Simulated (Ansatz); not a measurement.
Input and output of a self-consistent single point for Pt (Pm-3n, 8 atoms in the cell) (Ansatz, a program for electronic structure).

Method: PBE (plane waves, PAW; Ansatz).

```yaml
crystal:
  lattice:
    - [4.92238, 0.00000, 0.00000]
    - [0.00000, 4.92238, 0.00000]
    - [0.00000, 0.00000, 4.92238]
  atoms:
    - { symbol: Pt, position: [0.25000, 0.00000, 0.50000] }
    - { symbol: Pt, position: [0.75000, 0.00000, 0.50000] }
    - { symbol: Pt, position: [0.00000, 0.50000, 0.25000] }
    - { symbol: Pt, position: [0.00000, 0.50000, 0.75000] }
    - { symbol: Pt, position: [0.50000, 0.25000, 0.00000] }
    - { symbol: Pt, position: [0.50000, 0.75000, 0.00000] }
    - { symbol: Pt, position: [0.00000, 0.00000, 0.00000] }
    - { symbol: Pt, position: [0.50000, 0.50000, 0.50000] }
```

Reference input (self-consistent single point, DFT, PBE, plane waves, default PAW files): basis.ecutwfc = 420 eV; kpoints.mp_grid.grid = 5 5 5; hamiltonian.xc = pbe; hamiltonian.pseudopotentials = {kind: paw} (the program's default PAW files); scf.occupations.method = cold; scf.occupations.width = 0.136 eV. This run's input differs from it in these lines:

Ansatz 0.2 input:
```diff
@@ -18,3 +18,3 @@
 kpoints:
-  mp_grid: { grid: [5, 5, 5] }
+  mp_grid: { grid: [16, 16, 16] }
 hamiltonian:
```

The program printed (abridged):

```
SCF iter   1: F=—  HF=-100181.348586 eV  |F-HF|=—  |Δ(HF+E_count)|=         —  Δρ=1.22e-2  dr2=8.52e-2  ethr=1.77e-3  ⟨swp⟩=5.1  Hψ=48201  notcnv=0  defer=402
all-band conjugate gradients solve this SCF's bands
preconditioner: auto → Kerker (q_TF=auto, 2.815 Å⁻¹)
SCF iter   2: F=—  HF=-100181.346453 eV  |F-HF|=—  |Δ(HF+E_count)|=   2.13e-3  S|Δr|=    0.00e0  Δρ=6.42e-3  dr2=2.29e-2  ethr=5.92e-5  ⟨swp⟩=1.6  Hψ=16963  notcnv=0  defer=402
SCF iter   3: F=—  HF=-100181.344061 eV  |F-HF|=—  |Δ(HF+E_count)|=   2.39e-3  S|Δr|=    0.00e0  Δρ=6.18e-4  dr2=3.41e-4  ethr=1.59e-5  ⟨swp⟩=2.0  Hψ=17603  notcnv=0  defer=402
SCF iter   4: F=—  HF=-100181.344019 eV  |F-HF|=—  |Δ(HF+E_count)|=   4.22e-5  S|Δr|=    0.00e0  Δρ=1.53e-4  dr2=2.61e-5  ethr=2.37e-7  ⟨swp⟩=2.5  Hψ=23815  notcnv=0  defer=402
SCF iter   5: F=—  HF=-100181.344011 eV  |F-HF|=—  |Δ(HF+E_count)|=   8.30e-6  S|Δr|=    0.00e0  Δρ=2.76e-5  dr2=5.75e-7  ethr=1.81e-8  ⟨swp⟩=2.2  Hψ=20083  notcnv=0  defer=402
SCF iter   6: F=-100181.344011 eV  HF=-100181.344011 eV  |F-HF|=3.70e-9  |Δ(HF+E_count)|=   1.07e-7  S|Δr|=    0.00e0  Δρ=6.10e-6  dr2=3.04e-8  ethr=6.94e-11  ⟨swp⟩=8.5  Hψ=55850  notcnv=0
SCF 1 converged in 6 iterations: F = -100181.344011 eV  dr2 = 3.04e-8
Stability not checked (fill_not_monotonic)
Free energy (F): -100181.344011 eV
Internal energy: -100181.351313 eV  (E = F + TS)
E sigma→0 (E₀):  -100181.346445 eV
Entropy (-TS):   0.007302 eV (0.913 meV/atom)
Fermi energy:    23.713299 eV
--- Forces (eV/Å), atoms counted from 1 ---
  atom   1  Pt     0.00000000    -0.00000000     0.00000000
   [... zero for the other atoms too ...]
--- Stress (GPa, compression-positive) ---
       23.878730       0.000000       0.000000
        0.000000      23.878730       0.000000
        0.000000       0.000000      23.878730
  P = ⅓ Tr σ = 23.8787 GPa (238.787 kbar)
  The stress holds the Pulay correction. Without it, at fixed plane waves, as pw.x and ABINIT print it: P = 23.7957 GPa
```

The run converged in 6 iterations. Against the reference run the free energy drops by 6.9 meV/atom and the pressure hardly changes (23.91 to 23.88 GPa).

The starting cell was generated: these elements placed on a structure prototype, without a prior relaxation; it need not be a known phase or ordering of this composition. Its lattice was rescaled by a random factor within 2.5 % of one. Spin polarisation is off. With a pressure of about 24 GPa the cell is away from its equilibrium volume at this level. Ansatz's pressure includes its estimate of the finite-basis (Pulay) stress.

Cost on one core of a shared machine: roughly 50 s.
